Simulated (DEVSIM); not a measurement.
# abrupt InP p-n junction

Device: abrupt InP p-n junction, at 300 K.

```csv
layer (left to right),material,thickness (μm),Nd (cm⁻³),Na (cm⁻³),τn (s),τp (s)
1,InP,3.20,-,2.8e17,3.3e-8,3.3e-8
2,InP,4.50,7.2e14,-,3.3e-8,3.3e-8
```

Left contact: ohmic. Right contact: ohmic. Voltage is applied to the left contact. Recombination: SRH at mid-gap, radiative, Auger. Mobility is constant in doping.

This is a model device: material constants are rounded textbook-type values typed into the input, and sizes, dopings and lifetimes were drawn at random. Values at 300 K.

| parameter | InP |
|---|---|
| gap (eV) | 1.344 |
| affinity (eV) | 4.38 |
| permittivity | 12.5 |
| Nc (cm⁻³) | 5.7e17 |
| Nv (cm⁻³) | 1.1e19 |
| μn (cm²/Vs) | 5200 |
| μp (cm²/Vs) | 170 |
| B (cm³/s) | 1.2e-10 |
| Cn (cm⁶/s) | 9e-31 |
| Cp (cm⁶/s) | 9e-31 |

Simulated with DEVSIM: 1D drift-diffusion, Boltzmann statistics, complete ionisation; no tunnelling, impact ionisation, image-force lowering or self-heating.

```json
{
  "potential_step_across_the_device_at_zero_bias": "1.077 V",
  "largest_field_in_the_device_at_zero_bias": "30000 V/cm",
  "Dark forward voltage at 1 A/cm²": "0.915 V",
  "Dark forward voltage at 100 A/cm²": "1.086 V"
}
```

Small-signal capacitance in reverse bias (quasi-static):

```json
[
 {"V (V)": "-0.04", "C (nF/cm²)": "7.93"},
 {"V (V)": "-0.1", "C (nF/cm²)": "7.70"},
 {"V (V)": "-0.2", "C (nF/cm²)": "7.36"},
 {"V (V)": "-0.3", "C (nF/cm²)": "7.06"},
 {"V (V)": "-0.4", "C (nF/cm²)": "6.79"},
 {"V (V)": "-0.6", "C (nF/cm²)": "6.34"},
 {"V (V)": "-0.8", "C (nF/cm²)": "5.97"},
 {"V (V)": "-1", "C (nF/cm²)": "5.66"},
 {"V (V)": "-1.3", "C (nF/cm²)": "5.27"},
 {"V (V)": "-1.6", "C (nF/cm²)": "4.95"},
 {"V (V)": "-2", "C (nF/cm²)": "4.61"}
]
```

Dark reverse current:

```
V (V)  J (A/cm²)
-----  ---------
-0.04   -2.1e-10
-0.10   -4.2e-10
-0.20   -7.0e-10
-0.30   -9.6e-10
-0.40    -1.2e-9
-0.60    -1.6e-9
-0.80    -2.1e-9
-1.00    -2.4e-9
-1.30    -2.9e-9
-1.60    -3.4e-9
-2.00    -4.0e-9
```
